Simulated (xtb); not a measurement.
xtb 6.7.1, GFN1-xTB: Zr(F)2(OH)2(OH2) ([OH][Zr]([OH])(<-[OH2])([F])[F]), 10 atoms. The geometry is a generated start, not checked to be a minimum at this level.

```json
{
  "method": "GFN1-xTB",
  "--acc": "1 (default)",
  "--etemp (K)": "300 (default)",
  "detailed input (--input)": "none: ANC optimiser, Lindh (1995) Hessian, microcycle=20, maxdispl=1.0, hlow=0.01 (default)",
  "basis_functions": "38",
  "valence_electrons": "40"
}
```

```xyz
10

Zr     0.0737    -0.4682     0.1542
F      1.7874    -1.2058     0.2373
F     -0.5003     0.4115     1.7298
O     -0.5597     0.3189    -1.4556
H     -1.1719    -0.1903    -2.0007
O     -1.0551    -1.9695     0.2206
H     -1.3745    -2.3329     1.0576
O      1.2040     1.5450     0.0481
H      0.8182     2.0478     0.7851
H      0.7783     1.8435    -0.7764
```

Charge 0 and multiplicity 1 are set for this test and not shown to be the ground state.

The structure is relaxed from this start with --opt LEVEL for the levels crude, sloppy, loose, lax, normal, tight, vtight, extreme, once each. Up to the end of the extreme run atoms move by at most 0.45 Å along an axis.

Q: Choose the cheapest level whose final energy lies within 5 meV of that of extreme.

A: loose: 13 cycles against 33, ending 4.0 meV above.

```
level    cycles  energy above the extreme run (meV)  gradient norm (eV/Å)
-------  ------  ----------------------------------  --------------------
crude         8                                  12                  0.31
sloppy       10                                 7.5                  0.19
loose        13                                 4.0                  0.13
lax          15                                 3.0                  0.11
normal       25                                0.15                 0.020
tight        27                               0.062                 0.016
vtight       33                          under 0.01                0.0030
extreme      33                                   —                0.0030
```
